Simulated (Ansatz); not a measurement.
Start from CsPbBr3 in the cubic perovskite structure (space group Pm-3m, No. 221; a = 6.003 Å).

Method: Ansatz (a quantum-chemistry and plane-wave program) PBE, without spin-orbit coupling.

Base values:

The valley order is R along ⟨111⟩ 1.78 eV; Γ 3.29 eV and the electron mass is 0.091, 0.84, 0.84 mₑ (at R).

Modification: every lattice vector is shortened by 0.60 %; the atoms relax in the strained cell.

What does the calculation give for the valley order, energy relative to the base, electron mass and mean gap deformation potential ΔEg/Δln V after the change?

The valley order (the lowest conduction-band minima on the path, energy above the VBM, named in the base's zone) becomes R along ⟨111⟩ 1.72 eV; Γ 3.21 eV (base: R along ⟨111⟩ 1.78 eV; Γ 3.29 eV); the energy goes up by 0.8 meV/atom; the electron mass (degenerate bands, along [100]) changes from 0.091, 0.84, 0.84 mₑ (at R) to 0.088, 0.82, 0.82 mₑ (at R); the mean gap deformation potential ΔEg/Δln V is +3.5 eV.

With Pb present, leaving out spin-orbit coupling can change the band edges. Effective masses come from finite differences of ±0.01 Å⁻¹. Stability against distortions was not tested. Many cubic perovskites are stable only at high temperature; tilts and polar distortions were not tested. This is not the structure that CsPbBr3 has at room temperature and ambient pressure.
